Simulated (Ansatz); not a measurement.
Worked example: self-consistent single point of ZnS (P6_3mc, 20 atoms in the cell) in Ansatz (a program for electronic structure).

Level of theory: PBE, PAW files (plane waves; Ansatz).

```
CELL_PARAMETERS angstrom
      3.80770     0.00000     0.00000
     -1.90385     3.29757     0.00000
      0.00000     0.00000    31.14551
ATOMIC_POSITIONS crystal
  Zn 0.66667 0.33333 0.20000
  Zn 0.33333 0.66667 0.70000
  Zn 0.00000 0.00000 0.80000
  Zn 0.00000 0.00000 0.30000
  Zn 0.66667 0.33333 0.90000
  Zn 0.33333 0.66667 0.40000
  Zn 0.33333 0.66667 0.10010
  Zn 0.66667 0.33333 0.60010
  Zn 0.00000 0.00000 0.00010
  Zn 0.00000 0.00000 0.50010
  S  0.66667 0.33333 0.27490
  S  0.33333 0.66667 0.77490
  S  0.00000 0.00000 0.07500
  S  0.00000 0.00000 0.57500
  S  0.66667 0.33333 0.67500
  S  0.33333 0.66667 0.17500
  S  0.00000 0.00000 0.87490
  S  0.00000 0.00000 0.37490
  S  0.33333 0.66667 0.47510
  S  0.66667 0.33333 0.97510
```

Reference input (self-consistent single point, DFT, PBE, plane waves, PAW files): basis.ecutwfc = 30.9 Ry; kpoints.mp_grid.grid = 6 6 1; hamiltonian.xc = pbe; hamiltonian.pseudopotentials = {kind: paw} (the program's default PAW files); scf.occupations.method = fixed. This run's input differs from it in these lines:

Ansatz 0.2 input:
```diff
@@ -27,3 +27,3 @@
 basis:
-  ecutwfc: 30.9 Ry
+  ecutwfc: 40.1 Ry
 kpoints:
```

Log, with long lists cut:

```
SCF iter   1: F=—  HF=-42228.266489 eV  |F-HF|=—  |Δ(HF+E_count)|=         —  Δρ=4.19e-2  dr2=4.17e0  ethr=3.10e-3  ⟨swp⟩=4.9  Hψ=3113  notcnv=0  defer=102
all-band conjugate gradients solve this SCF's bands
preconditioner: auto → Resta (q_TF=auto, 2.397 Å⁻¹)
SCF iter   2: F=—  HF=-42227.435291 eV  |F-HF|=—  |Δ(HF+E_count)|=   8.31e-1  Δρ=1.67e-2  dr2=9.04e-1  ethr=2.31e-3  ⟨swp⟩=2.0  Hψ=1400  notcnv=0  defer=111
   [... lines left out ...]
SCF iter   7: F=—  HF=-42227.295024 eV  |F-HF|=—  |Δ(HF+E_count)|=   5.96e-4  Δρ=1.72e-4  dr2=5.67e-5  ethr=1.99e-7  ⟨swp⟩=2.0  Hψ=1304  notcnv=0  defer=125
SCF iter   8: F=—  HF=-42227.295190 eV  |F-HF|=—  |Δ(HF+E_count)|=   1.66e-4  Δρ=8.10e-5  dr2=1.14e-5  ethr=3.15e-8  ⟨swp⟩=2.0  Hψ=1304  notcnv=0  defer=100
SCF iter   9: F=—  HF=-42227.295195 eV  |F-HF|=—  |Δ(HF+E_count)|=   5.28e-6  Δρ=2.00e-5  dr2=9.03e-7  ethr=6.33e-9  ⟨swp⟩=2.0  Hψ=1239  notcnv=0  defer=100
SCF iter  10: F=-42227.295197 eV  HF=-42227.295196 eV  |F-HF|=1.62e-7  |Δ(HF+E_count)|=   1.08e-6  Δρ=4.05e-6  dr2=7.56e-8  ethr=5.56e-11  ⟨swp⟩=18.7  Hψ=6317  notcnv=0
SCF 1 converged in 10 iterations: F = -42227.295197 eV  dr2 = 7.56e-8
Free energy (F): -42227.295197 eV
Internal energy: -42227.295197 eV  (E = F + TS)
E sigma→0 (E₀):  -42227.295197 eV
Fermi energy:    5.890351 eV
--- Forces (eV/Å), atoms counted from 1 ---
  atom   1  Zn    -0.00000000     0.00000000     0.00084415
  atom   2  Zn     0.00000000    -0.00000000     0.00084415
  atom   3  Zn     0.00000000    -0.00000000    -0.01047333
  atom   4  Zn    -0.00000000     0.00000000    -0.01047333
  atom   5  Zn     0.00000000    -0.00000000     0.01831316
  atom   6  Zn    -0.00000000     0.00000000     0.01831316
  atom   7  Zn    -0.00000000     0.00000000    -0.01106961
  atom   8  Zn     0.00000000    -0.00000000    -0.01106961
  atom   9  Zn    -0.00000000     0.00000000     0.00957088
   [... lines left out ...]
  atom  20  S      0.00000000    -0.00000000    -0.01741860
--- Stress (GPa, compression-positive) ---
        2.343860       0.000000       0.000000
        0.000000       2.343860      -0.000000
        0.000000       0.000000       2.234084
  P = ⅓ Tr σ = 2.3073 GPa (23.073 kbar)
  The stress holds the Pulay correction. Without it, at fixed plane waves, as pw.x and ABINIT print it: P = 2.2932 GPa
```

The run converged in 10 iterations. Against the reference run the free energy falls by 2.3 meV/atom, the pressure stays at 2.31 GPa, the largest force stays at 0.018 eV/Å and the gap on the mesh hardly changes (2.155 to 2.156 eV).

The starting cell comes from a database of computed structures (which also holds hypothetical and non-ambient phases and stackings), without a prior relaxation at this level. Its lattice was rescaled by a random factor within 2.5 % of one. Ansatz's pressure includes its estimate of the finite-basis (Pulay) stress.
